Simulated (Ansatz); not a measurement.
CuI: energy against volume

CuI (zinc blende, F-43m, 25.178 Å³/atom and stress up to 0.01 GPa in the relaxed cell, cube axes along x, y and z) under an equal strain ε along all three axes. LDA in Ansatz, a plane-wave DFT program (PAW, default set), 420 eV, 10×10×10 Γ-centred mesh, Fermi-Dirac smearing 0.05 eV; ions are relaxed, or left where forces stay under 0.02 eV/Å, within the symmetry of each cell. Against the start cell, which lies near the measured one, the relaxed cell differs by -9.0 % in volume; the values below rest on it.

Here V stands for volume and E for E less E0.

```
volume (Å³/atom)  E less E0 (meV/atom)  pressure (GPa)
----------------  --------------------  --------------
22.9793                              ?               ?
23.6973                          17.45            4.02
24.0619                           9.61            2.89
24.4302                           4.17            1.85
24.8022                           1.02            0.89
25.1780                           0.00            0.00
25.5576                           0.98           -0.82
25.9409                           3.85           -1.57
26.3281                           8.49           -2.26
26.7191                          14.79           -2.89
```

The 9 complete rows are fitted with the third-order Birch-Murnaghan form, a cubic in V^(-2/3), E against V. With u = V^(-2/3) - 0.1165, the rows have u = 0.0047088, 0.0034813, 0.0022723, 0.0010817, -0.0000912, -0.0012467, -0.0023848, -0.0035064, -0.0046115. Least squares gives E = 0.003 + 133.2·u + 741253·u² + 3690938·u³. Residuals (row less fit): -0.001, 0.004, -0.006, 0.001, 0.003, -0.002, -0.001, 0.000, 0.000; standard error 0.004 (degrees of freedom: 5). Its minimum lies at u = -0.0000899, so V0 = (0.1164101)^(-3/2) = 25.18. There d²E/du² = 1481000 and d³E/du³ = 2.215e7, so B0 = (4/9) × 25.18^(-7/3) × 1481000 × 0.160218 = 56.7 GPa (the last factor turns the table's units into GPa), and B0' = 4 + (2/3) × 0.1164101 × (2.215e7)/1481000 = 5.2. B0' rests on the cubic coefficient alone and has a standard error of 0.1 from these residuals.

**Question.** Estimate the missing E (V = 22.9793); what did the run itself give?

**Answer.** u = 0.0072206, so E = 0.003 + 133.2 × 0.0072206 + 741253 × 0.0072206² + 3690938 × 0.0072206³ = 41.001 meV/atom. The calculation gives 40.97 meV/atom, 0.031 meV/atom below the prediction (0.1 % of the range of E in the table). The row lies outside the fitted rows, so this is an extrapolation. The scatter of the fitted rows lies at the last printed digit.

Spin-orbit coupling is left out, which can shift these values for the heavy elements here. Other structures, which can take over under pressure, weren't tried. The same form fitted to the pressure column gives B0' = 5.1; series where the two differ by over 0.4 aren't shown. Rows are the converged runs of the series near zero and its far end, less any whose ions stayed unrelaxed beside relaxed ones; series whose fitted rows scatter by over a few per cent of the range, as at a crossing or softening among them, aren't shown in this form.
